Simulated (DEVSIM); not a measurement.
Device: abrupt Si p-n junction, at 300 K.

| layer (left to right) | material | thickness (μm) | Nd (cm⁻³) | Na (cm⁻³) | τn (s) | τp (s) |
|---|---|---|---|---|---|---|
| 1 | Si | 32.0 | - | 2.1e16 | 0.00026 | 0.00026 |
| 2 | Si | 5.80 | 1.4e14 | - | 0.00026 | 0.00026 |

Left contact: ohmic. Right contact: ohmic. Voltage is applied to the left contact. Recombination: SRH at mid-gap, radiative. Mobility is μmin + (μ − μmin)/(1 + (N/Nref)^α).

This is a model device: material constants are rounded textbook-type values typed into the input, and sizes, dopings and lifetimes were drawn at random. Values at 300 K.

```csv
parameter,Si
gap (eV),1.124
affinity (eV),4.05
permittivity,11.7
Nc (cm⁻³),2.86e19
Nv (cm⁻³),3.1e19
μn (cm²/Vs),1417
μp (cm²/Vs),470
"μn,min",52
"μp,min",45
"Nref,n",9.7e16
"Nref,p",2.2e17
αn,0.68
αp,0.72
B (cm³/s),4.7e-15
```

Model (solved in DEVSIM): 1D drift-diffusion, Boltzmann statistics, complete ionisation; no tunnelling, impact ionisation, image-force lowering or self-heating.

Question: Give the dark forward current.

Answer: 
(V (V), J (A/cm²)): (0.05, 2.6e-8); (0.15, 1.4e-6); (0.30, 0.00041); (0.40, 0.017); (0.55, 1.8); (0.65, 11); (0.75, 35); (0.90, 100); (1.00, 170); (1.10, 240); (1.25, 330); (1.35, 380); (1.50, 450); (1.60, 490)
